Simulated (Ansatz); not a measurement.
Ga vacancy + Si on the Ga site in wurtzite GaN (start: the Ga site; Ga 3.22 Å away; 96-site cell, 2×2×2 shifted sampling). Calculation: PBE, PAW (plane waves to 420 eV; Ansatz, a program for electronic structure). Total energies of the localised charge states, counted from that of charge 0, and their image corrections (point charge with alignment); the host's valence-band maximum lies at 9.259 eV on the cells' energy zero and its gap is 1.71 eV.

```
charge         moment (μB)  E − E(first) (eV)  correction (eV)
------  ------------------  -----------------  ---------------
0                      2.0              0.000            0.016
−1                     1.0              9.518            0.491
−2      not spin-polarised             19.388            1.323
```

Derive the transition levels above the valence-band maximum and say which of them are thermodynamic.

A level is the Fermi energy at which two charges have equal formation energy: ε(q/q′) = [E(q′) + corr(q′) − E(q) − corr(q)] / (q − q′) − E_VBM.
ε(0/−1) = [(9.518 + 0.491) − (0.000 + 0.016)] / 1 − 9.259 = 0.73 eV
ε(−1/−2) = [(19.388 + 1.323) − (9.518 + 0.491)] / 1 − 9.259 = 1.44 eV
Thermodynamic levels at least 0.1 eV inside the gap: (0/−1) at 0.73 eV; (−1/−2) at 1.44 eV. Corrections reach 1.32 eV, so the outer levels may be off by several tenths of an eV. Only the charges listed were compared. The geometries come from one start. Flagged in the runs: a host whose relaxation on this sampling wasn't shown to rest.
